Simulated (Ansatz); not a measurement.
# Response to strain in Te

Base system: Te (space group P3_121, No. 152; a = 4.624 Å, c = 5.904 Å; made of chains). Axes: x lies along a and z along c of the hexagonal cell.

Strains are applied to the cell and any free atomic positions relax; under biaxial strain the out-of-plane vector relaxes too.

Computed with r2SCAN/PAW in Ansatz (a first-principles code), no spin-orbit coupling, earlier PAW set.

Notes on the quantities. pressure: mean of the normal stresses, compression positive.

```csv
variant,volume per atom,band gap,pressure
base,36.44 Å³,0.54 eV,0.00 GPa
"biaxial strain +0.61 %, plane normal [001], relaxed out of plane",36.77 Å³,0.59 eV,-0.07 GPa
"biaxial strain +3.38 %, plane normal [001], relaxed out of plane",38.26 Å³,0.80 eV,-0.29 GPa
"biaxial strain +3.71 %, plane normal [001], relaxed out of plane",38.44 Å³,0.82 eV,-0.31 GPa
isotropic strain −0.82 %,35.55 Å³,0.54 eV,0.51 GPa
isotropic strain +2.50 %,39.24 Å³,0.50 eV,-1.18 GPa
uniaxial strain ε_xx = −5.39 %,34.47 Å³,0.47 eV,1.07 GPa
uniaxial strain ε_zz = +0.72 %,36.70 Å³,0.50 eV,-0.22 GPa
uniaxial strain ε_zz = +1.05 %,36.82 Å³,0.48 eV,-0.32 GPa
tensor shear ε_yz = +1.05 %,36.43 Å³,0.48 eV,0.03 GPa
```

Spin-orbit coupling, missing from the scalar runs, can matter with Te. Whether these cells are dynamically stable was not tested. No dispersion term is included, though the crystal is made of layers, chains or molecules, so its spacings can come out too wide.
